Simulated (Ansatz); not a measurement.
Consider interstitial Mg in wurtzite GaN, charge state +2. These are PBE, PAW files of an earlier set (plane waves to 420 eV; Ansatz, a first-principles code) values and carry that method's errors.

72-site cell at the relaxed PBE lattice, one k-point at (0.125, 0.250, 0.250), smearing 0.01 eV, spin-restricted, no finite-size correction. Static, classical nuclei. The charge state is imposed; whether it is stable for some Fermi level was not computed. Sites that were not tried may lie lower.

Barriers: single points on a 2×2×2 k-point mesh shifted by half a step along c at the bands' geometries.

The step: Mg moves alone to another site; the atom moves 3.22 Å along (1.00, 0.00, 0.00) of the unit cell; the moving atom starts with neighbours 2 Ga at 2.37, Ga at 2.38, 3 Ga at 2.59; 3 N at 2.04, 2 N at 2.46, N at 2.47 Å and ends with 3 Ga at 2.38, 3 Ga at 2.59; 3 N at 2.04, N at 2.45, 2 N at 2.46 Å.

**Question.** Estimate the migration barrier of this step that PBE, PAW files of an earlier set returns for this input.

**Answer.** 1.85 eV, the same both ways. At the saddle the moving atom has neighbours Ga at 2.25, Ga at 2.45; N at 1.89, N at 1.92, N at 2.31, N at 2.32 Å. The saddle point's order was not checked, and it lies on a symmetry element of the cell, where a band can be held.
